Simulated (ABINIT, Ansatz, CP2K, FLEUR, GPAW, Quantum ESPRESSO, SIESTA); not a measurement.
## Code comparison for PtSe2 (P-3m1, 3 atoms in the cell)

Self-consistent single point.

```yaml
crystal:
  lattice:
    - [1.81875, -3.15016, 0.00000]
    - [1.81875, 3.15016, 0.00000]
    - [0.00000, 0.00000, 4.95402]
  atoms:
    - { symbol: Pt, position: [0.00000, 0.00000, 0.00000] }
    - { symbol: Se, position: [0.33333, 0.66667, 0.25500] }
    - { symbol: Se, position: [0.66667, 0.33333, 0.74500] }
```

All programs got the same cell, k-point mesh and kind of occupations (in Ansatz's words: kpoints.mp_grid.grid = 8 8 5; scf.occupations.method = fermi_dirac; scf.occupations.width = 0.02 eV); potentials, basis and cutoffs are each program's usual ones.

```
code                                                                                                                                model  pressure (GPa)  largest force (eV/Å)  k-points           cutoff
----------------  -----------------------------------------------------------------------------------------------------------------------  --------------  --------------------  --------  ---------------
SIESTA            GGA PBE, numerical atomic orbitals TZP, PseudoDojo PBE standard norm-conserving potentials (rewritten from UPF to PSML)           23.04                 1.765       168      grid 400 Ry
ABINIT                                                                                                        PBE, PAW (JTH v2.0 PBE PAW)           17.74                 1.344        40           571 eV
Ansatz                                                                                                             PBE, default PAW files           16.93                 1.218        40          default
CP2K                                                              PBE, GPW, DZVP-MOLOPT-SR-GTH basis, GTH-PBE potentials (GTH_POTENTIALS)           18.49                 1.400       162      grid 500 Ry
FLEUR                                                                        PBE, all-electron FLAPW (FLEUR), scalar-relativistic valence               –                 1.288        40  Kmax 3.7 1/bohr
GPAW                                                                                         PBE, GPAW PAW datasets PBE (gpaw-data 1.0.1)           17.03                 1.249        40           600 eV
Quantum ESPRESSO                                                                          PBE, PSlibrary ultrasoft (PBE) pseudopotentials           18.60                 1.407        40            45 Ry
```

A dash marks a value that a program does not give, or that is left out as unsure.

The spread over the programs that give each value: pressure within 6.11 GPa; largest force within 0.547 eV/Å.

The starting cell has typed, rounded lattice constants, without a prior relaxation at this level. Its lattice was rescaled by a random factor within 2.5 % of one. On Ansatz's run: Spin-orbit coupling is off. Spin polarisation is off. In the base run, with a pressure of about 17 GPa the cell is away from its equilibrium volume at this level. In the base run, forces exceed 1 eV/Å.

Question: Why do the programs differ, and what cannot be compared?

Answer: Differences of this kind can come from the potentials, where these differ, and from what each basis and cutoff leave unconverged. The valence holds different numbers of electrons (SIESTA 50, ABINIT 22, Ansatz (a first-principles code) 50, CP2K 30, FLEUR 48, GPAW 28, Quantum ESPRESSO 22). The zero of total energies and Fermi levels follows the potentials and each program's conventions, so they are not compared here. SIESTA and CP2K use small atom-centred bases, whose incompleteness enters pressures, forces and empty levels differently from a plane-wave cutoff. FLEUR treats all electrons, but the usual bases taken here (sphere radii, linearisation, local orbitals, empty states) were not tested for convergence, so the values are no reference for the others. Ansatz's pressure is given at a fixed set of plane waves, as the other plane-wave codes print theirs; with its correction for the finite basis it is 16.97 GPa. The programs reduce the same mesh by symmetry to different extents, which changes the work and not the result. In the pressure, SIESTA (by 5.65), CP2K (by 1.11) and Quantum ESPRESSO (by 1.21) lie more than 1 GPa from the median of the plane-wave programs. In the force vectors, SIESTA (by 0.468), CP2K (by 0.103) and Quantum ESPRESSO (by 0.110) lie more than 0.08 eV/Å from the median of the plane-wave programs.

Left out of this page: Elk (not drawn, or without a comparable value).

Keys are those of Ansatz 0.2.
